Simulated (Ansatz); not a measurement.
The starting structures come from a database of crystals and need not be the phases stable at ambient conditions.

 Where the default PAW files enter, the runs use the earlier of Ansatz's two default sets.

Tunnelling through a barrier is set by its complex band structure: the current falls as exp(−2κd) with the smallest κ.

Data:

```
CELL_PARAMETERS angstrom
      5.41143     0.00000     0.00000
     -2.27921     4.90803     0.00000
      0.00000     0.00000     7.07401
ATOMIC_POSITIONS crystal
  Na 0.81394 0.18606 0.25000
  Na 0.18606 0.81394 0.75000
  Na 0.50000 0.50000 0.00000
  Na 0.50000 0.50000 0.50000
  Cr 0.14580 0.85420 0.25000
  Cr 0.85420 0.14580 0.75000
  O  0.74976 0.25024 0.56180
  O  0.25024 0.74976 0.43820
  O  0.25024 0.74976 0.06180
  O  0.74976 0.25024 0.93820
  O  0.80860 0.72918 0.25000
  O  0.19140 0.27082 0.75000
  O  0.72918 0.80860 0.75000
  O  0.27082 0.19140 0.25000
```

Space group of this cell: Cmcm. The cell is taken as given; by r2SCAN its mean pressure is -1.0 GPa.

Transport runs along the normal of the first two printed cell vectors.

The gap is the functional's own, uncorrected, and κ follows it; spin-orbit coupling is left out. Mid-gap values are interpolated between the computed energies.

**Question.** Predict the band gap and the smallest decay constant κ at mid-gap from r2SCAN (Ansatz, a first-principles code).

**Answer.** Gap 3.06 eV on a 6×6×4 mesh; κ = 0.579 1/Å, at (0.500, 0.500) of the in-plane reciprocal vectors. At the zone centre, at the nearest computed energy, the slowest state has κ = 0.65 1/Å.
